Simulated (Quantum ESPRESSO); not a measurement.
# A series of runs on Sb2Se3 (Pnma, 20 atoms in the cell)

```
CELL_PARAMETERS angstrom
     12.64887     0.00000     0.00000
      0.00000     4.09440     0.00000
      0.00000     0.00000    11.98539
ATOMIC_POSITIONS crystal
  Sb 0.14032 0.75000 0.03809
  Sb 0.85968 0.25000 0.96191
  Sb 0.35968 0.25000 0.53809
  Sb 0.64032 0.75000 0.46191
  Sb 0.03381 0.25000 0.32959
  Sb 0.96619 0.75000 0.67041
  Sb 0.46619 0.75000 0.82959
  Sb 0.53381 0.25000 0.17041
  Se 0.94835 0.75000 0.12753
  Se 0.05165 0.25000 0.87247
  Se 0.55165 0.25000 0.62753
  Se 0.44835 0.75000 0.37247
  Se 0.20533 0.25000 0.19210
  Se 0.79467 0.75000 0.80790
  Se 0.29467 0.75000 0.69210
  Se 0.70533 0.25000 0.30790
  Se 0.62735 0.75000 0.05410
  Se 0.37265 0.25000 0.94590
  Se 0.87265 0.25000 0.55410
  Se 0.12735 0.75000 0.44590
```

Base run A: PBE, PSlibrary PAW (PBE) pseudopotentials in Quantum ESPRESSO 7.5, self-consistent single point.

Its settings: ecutwfc = 30 Ry; ecutrho = 180 Ry; occupations = fixed; potentials = {Sb: Sb.pbe-n-kjpaw_psl.1.0.0.UPF, Se: Se.pbe-n-kjpaw_psl.1.0.0.UPF}; K_POINTS = automatic 1 3 1 0 0 0; nbnd = 60; conv_thr = 1e-11 Ry; mixing_beta = 0.3.

The starting cell comes from a database of computed structures (which also holds hypothetical and non-ambient phases and stackings), without a prior relaxation at this level. Its lattice was rescaled by a random factor within 2.5 % of one. Spin-orbit coupling is off.

ΔF is the free energy per atom less that of run A. 

```json
[
 {"run": "A", "K_POINTS": "automatic 1 3 1 0 0 0", "ΔF (meV/atom)": "0.00", "pressure (GPa)": "-2.26", "largest force (eV/Å)": "0.435", "gap on the mesh (eV)": "1.170", "k-points": "2"},
 {"run": "B", "K_POINTS": "automatic 1 1 1 0 0 0", "ΔF (meV/atom)": "1138.1", "pressure (GPa)": "5.95", "largest force (eV/Å)": "0.563", "gap on the mesh (eV)": "1.119", "k-points": "1"},
 {"run": "C", "K_POINTS": "automatic 1 1 1 1 1 1", "ΔF (meV/atom)": "-1025.7", "pressure (GPa)": "-9.49", "largest force (eV/Å)": "0.746", "gap on the mesh (eV)": "2.471", "k-points": "1"},
 {"run": "D", "K_POINTS": "automatic 1 2 1 0 0 0", "ΔF (meV/atom)": "70.7", "pressure (GPa)": "-1.49", "largest force (eV/Å)": "0.606", "gap on the mesh (eV)": "1.170", "k-points": "2"},
 {"run": "E", "K_POINTS": "automatic 1 2 1 1 1 1", "ΔF (meV/atom)": "-46.3", "pressure (GPa)": "-2.67", "largest force (eV/Å)": "0.374", "gap on the mesh (eV)": "1.994", "k-points": "1"},
 {"run": "F", "K_POINTS": "automatic 1 3 1 1 1 1", "ΔF (meV/atom)": "6.3", "pressure (GPa)": "-2.15", "largest force (eV/Å)": "0.446", "gap on the mesh (eV)": "1.685", "k-points": "2"},
 {"run": "G", "K_POINTS": "automatic 1 3 1 0 0 1", "ΔF (meV/atom)": "-2.3", "pressure (GPa)": "-2.29", "largest force (eV/Å)": "0.378", "gap on the mesh (eV)": "1.028", "k-points": "2"}
]
```

Run F against A: The free energy rises by 6.3 meV/atom, the pressure goes from -2.26 to -2.15 GPa, the largest force goes from 0.435 to 0.446 eV/Å and the gap on the mesh goes from 1.170 to 1.685 eV.

Run B against A: The free energy goes up by 1.14 eV/atom, the pressure goes from -2.26 to 5.95 GPa, the largest force goes from 0.435 to 0.563 eV/Å and the gap on the mesh goes from 1.170 to 1.119 eV.
